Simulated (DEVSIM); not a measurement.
Device: Ru/La2O3/SiO2/p-Si capacitor, at 300 K.

| layer (left to right) | material | thickness (nm) | Na (cm⁻³) |
|---|---|---|---|
| 1 | La2O3 | 5.20 | - |
| 2 | SiO2 | 0.960 | - |
| 3 | Si | 960 | 3.6e17 |

Metal gate on the left, work function 4.7 eV. Fixed charge at the semiconductor interface 0 cm⁻² (in units of +e); no interface traps.

This is a model device: material constants are rounded textbook-type values typed into the input, and sizes, dopings and lifetimes were drawn at random. Values at 300 K.

```csv
parameter,La2O3,SiO2,Si
gap (eV),5.8,9,1.124
affinity (eV),1.8,0.9,4.05
permittivity,27,3.9,11.7
Nc (cm⁻³),-,-,2.86e19
Nv (cm⁻³),-,-,3.1e19
```

Simulated with DEVSIM: 1D Poisson equation in equilibrium, Boltzmann statistics, complete ionisation; no quantum confinement or tunnelling. Metal contacts follow the ideal Schottky-Mott rule: no Fermi-level pinning, no interface dipoles.

Question: Give the band bending (positive: bands bend down) and minority sheet density.

Answer: 
```tsv
Vg (V)	ψs (V)	minority carriers (cm⁻²)
-0.7	-0.111	< 1e8
-0.4	-0.022	< 1e8
-0.1	0.190	< 1e8
0.2	0.448	< 1e8
0.5	0.717	< 1e8
0.8	0.964	3.8e11
```
